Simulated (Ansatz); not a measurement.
## Rb under a change: isotropic strain −2.84 %

The reference is Rb in the bcc (W type) structure (space group Im-3m, No. 229; a = 5.671 Å; relaxed with 0.1 eV smearing).

Now apply this change: every lattice vector is shortened by 2.84 %, atoms relaxed at fixed cell.

The values are results of PBE, PAW, 420 eV (Ansatz, a quantum-chemistry and plane-wave program; spin-orbit coupling left out), not measurements. k-mesh 16×16×16 (Γ-centred); smearing 0.1 eV (Fermi–Dirac).

| quantity | base | changed | shift |
|---|---|---|---|
| space group | Im-3m (No. 229) | Im-3m (No. 229) | – |
| energy relative to the base (free energy F) | 0 meV/atom | +6.3 meV/atom | +6.3 meV/atom |
| band gap | zero | zero | – |

Whether these cells are dynamically stable was not tested. The final runs are not spin-polarised.
